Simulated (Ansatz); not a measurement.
Consider AlCr$_{2}$C (space group P6_3/mmc, No. 194; a = 2.8118 Å, c = 12.5992 Å; non-magnetic). Axes: x lies along a and z along c of the hexagonal cell.

Method: PBEsol (Ansatz, a quantum-chemistry and plane-wave program, PAW, no spin-orbit coupling).

Before the change:

The pressure comes out as 0.0 GPa. The shortest interatomic distance comes out as 1.940 Å.

It is then changed as follows: tensor shear ε_yz = +3.58 % (engineering shear γ = 0.0716); the atoms relax in the strained cell.

Task: Estimate the effect on the pressure.

Result: The pressure (mean of the normal stresses, compression positive) goes from zero to 1.4 GPa.

Task: Estimate the effect on the largest internal atomic displacement.

Result: The largest internal atomic displacement is 0.054 Å.

Task: Predict the new energy relative to the base.

Result: The energy rises by 24 meV/atom.

Task: How does this affect the shortest interatomic distance?

Result: The shortest interatomic distance decreases by 0.0210 Å, from 1.940 Å to 1.920 Å.

Without a gap, meshes like the base's 19×19×4 leave anisotropic stresses uncertain by several tenths of a GPa, and small strain energies with them. No phonon test of stability was made. Seeded moments were not kept for the base. The final runs are not spin-polarised.
